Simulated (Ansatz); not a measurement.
The starting structures come from a database of crystals and need not be the phases stable at ambient conditions.

 Where the default PAW files enter, the runs use the earlier of Ansatz's two default sets.

Data:

```yaml
crystal:
  lattice:
    - [4.29765, 0.00000, 0.00000]
    - [-2.14883, 3.72187, 0.00000]
    - [0.00000, 0.00000, 7.00787]
  atoms:
    - { symbol: Cd, position: [0.00000, 0.00000, 0.49023] }
    - { symbol: Cd, position: [0.33333, 0.66667, 0.00964] }
    - { symbol: Se, position: [0.33333, 0.66667, 0.62575] }
    - { symbol: S, position: [0.00000, 0.00000, 0.12238] }
```

Space group of this cell: P3m1. The cell is taken as given; by PBEsol its mean pressure is -2.9 GPa.

Transport runs along the normal of the first two printed cell vectors, the (001) plane of the conventional cell.

The gap is the functional's own. No spin-orbit coupling. Mid-gap values are interpolated on the energy grid.

Q: Give the band gap and the smallest decay constant κ at mid-gap that PBEsol (Ansatz, a program for electronic structure) yields.

A: Gap 0.56 eV on a 12×12×4 mesh; κ = 0.057 1/Å, at the zone centre.
